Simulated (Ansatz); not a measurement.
The structure below was relaxed with r2SCAN (Ansatz, an electronic-structure program; PAW; 500 eV plane waves; no SOC), earlier PAW set, at pressure 15 GPa.

```
CELL_PARAMETERS angstrom
     -2.69611     2.69611     5.41727
      2.69611    -2.69611     5.41727
      2.69611     2.69611    -5.41727
ATOMIC_POSITIONS crystal
  Zn 0.00000 0.00000 0.00000
  Cu 0.75000 0.25000 0.50000
  Cu 0.25000 0.75000 0.50000
  Sn 0.50000 0.50000 0.00000
  Se 0.62665 0.62665 0.52404
  Se 0.37335 0.89739 0.00000
  Se 0.10261 0.10261 0.47596
  Se 0.89739 0.37335 0.00000
```

Find the space group and the Wyckoff positions.

Space group I-42m (No. 121); a = b = 5.392 Å, c = 10.835 Å, α = β = γ = 90.00°

```json
[
 {"atom": "Zn", "site": "2a", "symmetry": "-42m", "x": "0.0000", "y": "0.0000", "z": "0.0000"},
 {"atom": "Cu", "site": "4d", "symmetry": "-4..", "x": "0.0000", "y": "0.5000", "z": "0.2500"},
 {"atom": "Sn", "site": "2b", "symmetry": "-42m", "x": "0.0000", "y": "0.0000", "z": "0.5000"},
 {"atom": "Se", "site": "8i", "symmetry": "..m", "x": "0.2620", "y": "0.2620", "z": "0.3646"}
]
```

Load acts through the strain it causes; cell and atoms are relaxed under it. Whether these cells are dynamically stable was not tested. Competing high-pressure phases were not computed. All final runs are without spin polarisation. The cell was made from ZnCu2SnSe4 (space group I-42m, No. 121) by this change: pressure 15 GPa.
